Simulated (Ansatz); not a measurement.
fcc Cu (0 0 1) on polar orthorhombic HfO2 (0 1 0) (film strained to the substrate, started from cuts of the bulks and a machine-learned relaxation; slabs Hf12O24 and Cu24, which can lie off the formulas)

A periodic stack without vacuum, fcc Cu (0 0 1) on polar orthorhombic HfO2 (0 1 0) (film strained to the substrate, started from cuts of the bulks and a machine-learned relaxation; slabs Hf12O24 and Cu24, which can lie off the formulas): substrate slab Hf12O24, film Cu24, surface cells [[0, -1], [1, 0]] and [[2, 0], [2, 2]], film strained by -0.6 and +3.1 %, outermost planes O/O and Cu/Cu as cut, which need not be the usual terminations and can put a slab off its formula.

The start was prepared with a machine-learned potential, and the result is one local minimum, with the in-plane cell held and forces under 0.04 eV/Å; the film can end far from its bulk form.

Computed with PBE (plane waves to 420 eV, PAW; Ansatz, a first-principles code). Spin–orbit coupling is left out; the runs are not spin-polarised; PBE gaps are too small against experiment. Its k-point mesh 5×5×1, Fermi–Dirac width 0.05 eV.

* **interface area**: 27.0 Å²
* **period**: 26.79 Å
* **heights between the nearest atoms of the two slabs at the two interfaces**: 1.56 and 1.90 Å
* **Cu–Hf contacts across the interfaces within 1.22 times the sum of covalent radii**: 13, mean 3.14 Å
* **Cu–O contacts across the interfaces within 1.22 times the sum of covalent radii**: 6, mean 2.07 Å

```yaml
crystal:
  lattice:
    - [5.10122, 0.00025, 0.00865]
    - [-0.00001, 5.29343, -0.08408]
    - [1.31774, 0.44055, 26.78603]
  atoms:
    - { symbol: Hf, position: [0.24822, 0.38993, 0.16303] }
    - { symbol: Hf, position: [0.74807, 0.94797, 0.16305] }
    - { symbol: Hf, position: [0.77978, 0.42684, 0.06398] }
    - { symbol: Hf, position: [0.28026, 0.90994, 0.06423] }
    - { symbol: O, position: [0.13631, 0.04625, 0.13128] }
    - { symbol: O, position: [0.63566, 0.29139, 0.13114] }
    - { symbol: O, position: [0.63279, 0.78244, 0.09801] }
    - { symbol: O, position: [0.13271, 0.55542, 0.09789] }
    - { symbol: O, position: [0.48631, 0.65409, 0.20087] }
    - { symbol: O, position: [0.98633, 0.68399, 0.20087] }
    - { symbol: O, position: [0.00067, 0.13344, 0.03831] }
    - { symbol: O, position: [0.50076, 0.20368, 0.03784] }
    - { symbol: Hf, position: [0.20020, 0.38801, 0.35213] }
    - { symbol: Hf, position: [0.70013, 0.94998, 0.35214] }
    - { symbol: Hf, position: [0.72342, 0.44987, 0.25130] }
    - { symbol: Hf, position: [0.22337, 0.88838, 0.25129] }
    - { symbol: O, position: [0.07070, 0.05112, 0.31646] }
    - { symbol: O, position: [0.57068, 0.28697, 0.31647] }
    - { symbol: O, position: [0.57392, 0.78499, 0.28971] }
    - { symbol: O, position: [0.07383, 0.55330, 0.28973] }
    - { symbol: O, position: [0.43531, 0.65185, 0.39005] }
    - { symbol: O, position: [0.93531, 0.68603, 0.39009] }
    - { symbol: O, position: [0.98447, 0.18655, 0.21645] }
    - { symbol: O, position: [0.48454, 0.15179, 0.21644] }
    - { symbol: Hf, position: [0.17206, 0.41833, 0.53945] }
    - { symbol: Hf, position: [0.67202, 0.91935, 0.53938] }
    - { symbol: Hf, position: [0.67697, 0.44623, 0.44063] }
    - { symbol: Hf, position: [0.17688, 0.89175, 0.44065] }
    - { symbol: O, position: [0.03784, 0.05895, 0.50850] }
    - { symbol: O, position: [0.53777, 0.27801, 0.50855] }
    - { symbol: O, position: [0.53291, 0.77845, 0.47646] }
    - { symbol: O, position: [0.03234, 0.55942, 0.47659] }
    - { symbol: O, position: [0.39450, 0.68745, 0.57430] }
    - { symbol: O, position: [0.89420, 0.64914, 0.57476] }
    - { symbol: O, position: [0.94182, 0.18622, 0.40538] }
    - { symbol: O, position: [0.44179, 0.15181, 0.40538] }
    - { symbol: Cu, position: [0.11119, 0.66259, 0.70207] }
    - { symbol: Cu, position: [0.61122, 0.66279, 0.70210] }
    - { symbol: Cu, position: [0.11049, 0.16395, 0.70057] }
    - { symbol: Cu, position: [0.61106, 0.16140, 0.70058] }
    - { symbol: Cu, position: [0.88134, 0.91147, 0.63637] }
    - { symbol: Cu, position: [0.37554, 0.93701, 0.63331] }
    - { symbol: Cu, position: [0.87493, 0.38945, 0.63301] }
    - { symbol: Cu, position: [0.38072, 0.41427, 0.63653] }
    - { symbol: Cu, position: [0.07532, 0.66218, 0.83388] }
    - { symbol: Cu, position: [0.57531, 0.66214, 0.83390] }
    - { symbol: Cu, position: [0.07522, 0.16210, 0.83402] }
    - { symbol: Cu, position: [0.57522, 0.16275, 0.83401] }
    - { symbol: Cu, position: [0.84326, 0.91415, 0.76769] }
    - { symbol: Cu, position: [0.34293, 0.91339, 0.76782] }
    - { symbol: Cu, position: [0.84296, 0.41162, 0.76784] }
    - { symbol: Cu, position: [0.34320, 0.41062, 0.76770] }
    - { symbol: Cu, position: [0.04031, 0.66462, 0.96674] }
    - { symbol: Cu, position: [0.54051, 0.66158, 0.96693] }
    - { symbol: Cu, position: [0.03993, 0.16481, 0.96590] }
    - { symbol: Cu, position: [0.54002, 0.15713, 0.96578] }
    - { symbol: Cu, position: [0.80724, 0.91325, 0.89999] }
    - { symbol: Cu, position: [0.30761, 0.91281, 0.90064] }
    - { symbol: Cu, position: [0.80763, 0.41153, 0.90078] }
    - { symbol: Cu, position: [0.30723, 0.41124, 0.90012] }
```
